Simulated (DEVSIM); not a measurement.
Device: Pd/SiO2/p-Ge capacitor, at 400 K.

| layer (left to right) | material | thickness (nm) | Na (cm⁻³) |
|---|---|---|---|
| 1 | SiO2 | 40.0 | - |
| 2 | Ge | 8000 | 5.5e15 |

Metal gate on the left, work function 5.2 eV. Fixed charge at the semiconductor interface -3.2e11 cm⁻² (in units of +e); no interface traps.

This is a model device: material constants are rounded textbook-type values typed into the input, and sizes, dopings and lifetimes were drawn at random. Values at 300 K; Nc and Nv go as T^1.5, mobilities as T to minus their exponent, the gap by Varshni's rule with the affinity fixed.

```tsv
parameter	SiO2	Ge
gap (eV)	9	0.664
affinity (eV)	0.9	4
permittivity	3.9	16
Nc (cm⁻³)	-	1.04e19
Nv (cm⁻³)	-	6e18
Varshni α (eV/K)	-	0.000477
Varshni β (K)	-	235
```

Model (solved in DEVSIM): 1D Poisson equation in equilibrium, Boltzmann statistics, complete ionisation; no quantum confinement or tunnelling. Metal contacts follow the ideal Schottky-Mott rule: no Fermi-level pinning, no interface dipoles.

The temperature was swept, all else fixed.

```
temperature (K)  threshold voltage (band bending 2φF) (V)  flat-band voltage (V)  minimum of the low-frequency capacitance (μF/cm²)
---------------  ----------------------------------------  ---------------------  -------------------------------------------------
250                                                  1.99                   1.26                                             0.0311
300                                                  1.91                   1.31                                             0.0356
350                                                  1.81                   1.37                                             0.0431
400                                                  1.70                   1.42                                             0.0543
450                                                  1.61                   1.46                                             0.0655
500                                                  1.56                   1.49                                             0.0726
```

From the first row to the last the threshold voltage (band bending 2φF) goes from 1.99 to 1.56. From the first row to the last the flat-band voltage goes from 1.26 to 1.49.
